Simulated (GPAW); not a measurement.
Input and output of a self-consistent single point for Sc (P6_3/mmc, 2 atoms in the cell) (GPAW).

Method: LDA (Perdew-Wang 92), GPAW PAW datasets LDA (gpaw-data 1.0.1) (plane waves; GPAW).

```
Sc
1.0
    1.65500    -2.86654     0.00000
    1.65500     2.86654     0.00000
    0.00000     0.00000     5.27000
Sc
2
Direct
  0.33333   0.66667   0.25000
  0.66667   0.33333   0.75000
```

Reference input (self-consistent single point, DFT PBE, plane waves, GPAW PAW datasets PBE (gpaw-data 1.0.1)): mode = pw; ecut = 850 eV; xc = PBE; kpts = 11 11 6; mesh shift (steps) = 0 0 0; occupations.name = fermi-dirac; occupations.width = 0.1 eV; nbands = -8; convergence.density = 1e-05 e/electron; symmetry.symmorphic = false; symmetry.tolerance = 0.0005; maxiter = 120. This run's input differs from it in these lines:

```diff
@@ -13,3 +13,3 @@
 calc = GPAW(mode={'name': 'pw', 'ecut': 850},
-            xc='PBE',
+            xc='LDA',
             kpts={'size': (11, 11, 6), 'gamma': True},
```

Its files differ too (potentials: GPAW PAW datasets LDA (gpaw-data 1.0.1)).

Output (repeated stretches shortened):

```
     iter     time        total  log10-change:
                         energy   eigst   dens
iter:   1 --:--:--   -10.372981
iter:   2 --:--:--   -10.396109   +0.04  -1.51
iter:   3 --:--:--   -10.301931   -0.21  -1.54
iter:   4 --:--:--   -10.336978   -0.59  -1.82
iter:   5 --:--:--   -10.440159   -0.78  -2.17
iter:   6 --:--:--   -10.327054   -1.35  -1.86
iter:   7 --:--:--   -10.327837   -1.69  -2.28
iter:   8 --:--:--   -10.322859c  -1.85  -2.31
iter:   9 --:--:--   -10.321267c  -1.77  -2.44
iter:  10 --:--:--   -10.346768   -1.71  -2.74
iter:  11 --:--:--   -10.339231   -2.53  -2.24
iter:  12 --:--:--   -10.324700   -2.67  -2.27
   [... lines left out ...]
iter:  21 --:--:--   -10.319102c  -3.34  -3.30
iter:  22 --:--:--   -10.319359c  -3.14  -3.22
iter:  23 --:--:--   -10.319167c  -4.02  -3.32
iter:  24 --:--:--   -10.319127c  -4.21  -3.52
iter:  25 --:--:--   -10.319146c  -4.65  -3.47
   [... 8 lines left out ...]
iter:  34 --:--:--   -10.319274c  -3.84  -4.21
iter:  35 --:--:--   -10.319144c  -4.41  -3.31
iter:  36 --:--:--   -10.319163c  -4.72  -4.11
iter:  37 --:--:--   -10.319154c  -5.76  -4.48
iter:  38 --:--:--   -10.319152c  -6.55  -5.04c
iter:  39 --:--:--   -10.319154c  -6.66  -5.27c
iter:  40 --:--:--   -10.319153c  -7.38  -5.10c
iter:  41 --:--:--   -10.319152c  -7.84c -5.32c
Converged after 41 iterations.

Dipole moment: (0.000000, -0.000000, -0.000000) |e|*Ang

Energy contributions relative to reference atoms: (reference = -41483.256425)

Kinetic:         -4.048918
Potential:       +3.992417
External:        +0.000000
XC:             -10.546100
Entropy (-ST):   -0.130658
Local:           +0.348778
SIC:             +0.000000
--------------------------
Free energy:    -10.384481
Extrapolated:   -10.319152

Showing only first 2 kpts
 Kpt  Band  Eigenvalues  Occupancy
  0     9      3.61444    2.00000
  0    10      5.78139    0.01342
  0    11      6.82161    0.00000
  0    12      6.82161    0.00000

  1     9      3.34199    2.00000
  1    10      5.73846    0.02055
  1    11      6.75428    0.00000
  1    12      6.75429    0.00000

Fermi level: 5.28167

No gap
No difference between direct/indirect transitions
Energy (eV): -10.319152

Forces in eV/Ang:
  0 Sc    0.00000   -0.00000   -0.00000
  1 Sc   -0.00000    0.00000   -0.00000

Stress tensor:
     0.029033    -0.000000     0.000000
    -0.000000     0.029033    -0.000000
     0.000000    -0.000000     0.038177
Stress (GPa, Voigt): [ 4.6516  4.6516  6.1167 -0.      0.     -0.    ]
```

The run converged in 41 iterations. GPAW prints stress with tension positive. Against the reference run the pressure goes from -0.63 to -5.14 GPa.

The starting cell has typed, rounded lattice constants, without a prior relaxation at this level. With a pressure of about -5 GPa the cell is away from its equilibrium volume at this level.

Cost on one core of a shared machine: roughly 90 s.
